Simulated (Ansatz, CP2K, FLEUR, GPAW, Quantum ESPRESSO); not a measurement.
Code comparison for Cu3Sn (Pmmn, 8 atoms in the cell)

Self-consistent single point, at a second geometry (lattice scaled by 0.98). First geometry:

```xyz
8
Lattice="4.3237 0.0000 0.0000 0.0000 5.4325 0.0000 0.0000 0.0000 4.7646" Properties=species:S:1:pos:R:3 pbc="T T T"
Cu     2.1618     0.0000     1.4341
Cu     0.0000     2.7163     3.3304
Cu     0.0000     4.0772     0.7424
Cu     0.0000     1.3553     0.7424
Cu     2.1618     4.0716     4.0222
Cu     2.1618     1.3610     4.0222
Sn     2.1618     2.7163     1.6256
Sn     0.0000     0.0000     3.1390
```

Shared settings, as Ansatz (an electronic-structure program) writes them: kpoints.mp_grid.grid = 4 3 4; scf.occupations.method = fermi_dirac; scf.occupations.width = 0.1 eV. Potentials and cutoffs stand in the table.

```
code                                                                                   model  ΔF from the first geometry (meV/atom)  pressure (GPa)  largest force (eV/Å)         cutoff
----------------  --------------------------------------------------------------------------  -------------------------------------  --------------  --------------------  -------------
CP2K              PBEsol, GPW, DZVP-MOLOPT-PBE-GTH basis, GTH-PBE potentials (POTENTIAL_UZH)                                   19.6            8.55                 0.121    grid 600 Ry
Quantum ESPRESSO                                PBEsol, PSlibrary PAW (PBE) pseudopotentials                                   13.8            6.17                 0.077          55 Ry
Ansatz                                                       PBEsol, PAW files made with PBE                                   11.9            6.84                 0.078        default
GPAW                                   PBEsol, GPAW PAW datasets PBEsol (made by gpaw-setup)                                   17.0            7.33                 0.122         800 eV
FLEUR                        PBEsol, all-electron FLAPW (FLEUR), scalar-relativistic valence                                   12.0               –                     –  Kmax 4 1/bohr
```

For Quantum ESPRESSO (by 1.1 GPa) and GPAW (by 0.6 GPa) the energy change implies a higher mean pressure, against the two pressures, than for the other programs: a sign of finite-basis (Pulay) stress.

Size of the force on each atom (eV/Å): Sizes of forces hide their directions.

```json
[
 {"code": "CP2K", "Cu1": "0.041", "Cu2": "0.041", "Cu3": "0.121", "Cu4": "0.121", "Cu5": "0.121", "Cu6": "0.121", "Sn7": "0.065", "Sn8": "0.065"},
 {"code": "Quantum ESPRESSO", "Cu1": "0.064", "Cu2": "0.064", "Cu3": "0.077", "Cu4": "0.077", "Cu5": "0.077", "Cu6": "0.077", "Sn7": "0.047", "Sn8": "0.047"},
 {"code": "Ansatz", "Cu1": "0.070", "Cu2": "0.070", "Cu3": "0.078", "Cu4": "0.078", "Cu5": "0.078", "Cu6": "0.078", "Sn7": "0.047", "Sn8": "0.047"},
 {"code": "GPAW", "Cu1": "0.122", "Cu2": "0.122", "Cu3": "0.095", "Cu4": "0.095", "Cu5": "0.095", "Cu6": "0.095", "Sn7": "0.038", "Sn8": "0.038"}
]
```

A dash marks a value that a program does not give, or that is left out as unsure.

On Ansatz's run: spin polarisation is off.

The spread over the programs that give each value: ΔF from the first geometry within 7.7 meV/atom; pressure within 2.38 GPa; largest force within 0.045 eV/Å.

CP2K uses small atom-centred bases, whose incompleteness enters pressures, forces and empty levels differently from a plane-wave cutoff. FLEUR treats all electrons, but the usual bases taken here (sphere radii, linearisation, local orbitals, empty states) were not tested for convergence, so the values are no reference for the others. Ansatz's pressure is given at a fixed set of plane waves, as the other plane-wave codes print theirs; with its correction for the finite basis it is 6.93 GPa. In the pressure, CP2K (by 1.70) lies more than 1 GPa from the median of the plane-wave programs.

The shared mesh is coarse (it stands for a supercell whose shortest vector is 16 Å), so the values are not converged in it.

The starting cell comes from a database of computed structures (which also holds hypothetical and non-ambient phases and stackings), without a prior relaxation at this level. For this run, on top of that: lattice scaled by 0.98.

Left out of this page: Elk (not drawn, or without a comparable value).

Keys are those of Ansatz 0.2.
